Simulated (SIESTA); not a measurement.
# How a calculation on Mg2Zn (P1, 6 atoms in the cell) responds to its settings

```
Mg2Zn
1.0
    5.80078    -1.53188     0.00000
    5.80078     1.53188     0.00000
   -1.91579     0.00000     6.73354
Mg Zn
4 2
Direct
  0.70103   0.69900   0.15616
  0.30619   0.29447   0.84530
  0.95679   0.98936   0.22111
  0.02690   0.02852   0.77899
  0.36748   0.34633   0.47439
  0.64160   0.64233   0.52404
```

Base run A: SIESTA with LDA PW92, numerical atomic orbitals DZP, PseudoDojo LDA standard norm-conserving potentials (rewritten from UPF to PSML), self-consistent single point.

Its settings: XC.functional = LDA; XC.authors = PW92; potentials = PseudoDojo LDA standard; PAO.BasisSize = DZP; PAO.EnergyShift = 0.01 Ry; MeshCutoff = 400 Ry; kgrid.MonkhorstPack = 11 11 5; OccupationFunction = MP; OccupationMPOrder = 1; ElectronicTemperature = 50 meV; MaxSCFIterations = 150; SCF.Mixer.Method = Broyden; SCF.Mixer.Weight = 0.25; SCF.Mixer.History = 8; SCF.DM.Tolerance = 1.0E-05.

The starting cell comes from a database of computed structures (which also holds hypothetical and non-ambient phases and stackings), without a prior relaxation at this level. Its atoms were displaced at random from the sites of space group no. 12. Values carry the incompleteness of an atom-centred basis. In the base run, with a pressure of about -5 GPa the cell is away from its equilibrium volume at this level.

ΔF is the free energy per atom less that of run A. 

Run A gave: pressure (GPa) -5.32; largest force (eV/Å) 0.328.

Runs:
- B: PAO.EnergyShift = 0.0005 Ry
- C: PAO.EnergyShift = 0.001 Ry
- D: PAO.EnergyShift = 0.002 Ry
- E: PAO.EnergyShift = 0.005 Ry
- F: PAO.EnergyShift = 0.02 Ry
- G: PAO.EnergyShift = 0.05 Ry

### Question
What does run D change against A?

### Answer
The free energy falls by 790 meV/atom, the pressure goes from -5.32 to -3.60 GPa and the largest force goes from 0.328 to 0.355 eV/Å.

### Question
What does run B change against A?

### Answer
The free energy goes down by 944 meV/atom, the pressure goes from -5.32 to -2.87 GPa and the largest force goes from 0.328 to 0.288 eV/Å.

### Question
What does run G change against A?

### Answer
The free energy rises by 5.05 eV/atom, the pressure goes from -5.32 to -23.71 GPa and the largest force goes from 0.328 to 0.695 eV/Å.

```
run  ΔF (meV/atom)  pressure (GPa)  largest force (eV/Å)
---  -------------  --------------  --------------------
A             0.00           -5.32                 0.328
B           -944.0           -2.87                 0.288
C           -895.5           -3.31                 0.329
D           -790.4           -3.60                 0.355
E           -489.2           -3.70                 0.341
F           1123.5          -10.64                 0.395
G           5054.7          -23.71                 0.695
```
